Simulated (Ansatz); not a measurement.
C11b MoSi2, treated with LDA in Ansatz (PAW).

Run with plane-wave cutoff 520 eV, 24×24×24 k mesh, Fermi–Dirac smearing 0.05 eV, no spin polarisation, scalar-relativistic PAW data made under PBE.

Energies at three volumes about the minimum:

```
V (Å³/atom)  E − E_lowest (meV/atom)
-----------  -----------------------
12.799                          3.79
13.061                          0.00
13.322                          3.55
```

Q: Fit a parabola by hand: where is the minimum, and what is the bulk modulus?

A: Slopes: (0.00 − 3.79)/(13.061 − 12.799) = -14.466 and (3.55 − 0.00)/(13.322 − 13.061) = 13.602 meV/Å³. Curvature E″ = 2 × (13.602 − (-14.466))/(13.322 − 12.799) = 107.335 meV/Å⁶. From the middle of the first interval, the slope vanishes at V0 = 12.9300 − (-14.466)/107.335 = 13.065 Å³/atom. B = V0 E″ = 13.065 × 107.335 meV/Å³ × 0.1602 GPa per meV/Å³ = 225 GPa. The full Birch–Murnaghan fit to all volumes gives V0 = 13.060 Å³/atom and B0 = 225 GPa.

Shape and atoms are relaxed at each volume.

Measured, for comparison: bulk modulus 222 ± 2 GPa (room temperature, not corrected to a static lattice, B' = 4; as tabulated in Structural stability of MoSi2 and Mo5Si3 under high pressure, Chin. Phys. B 26 …). Computed less measured: bulk modulus +1.4 %. A static lattice is as a rule a little smaller and stiffer than an uncorrected measurement, which can account for part of this in the bulk modulus.

Ansatz is an electronic-structure program.
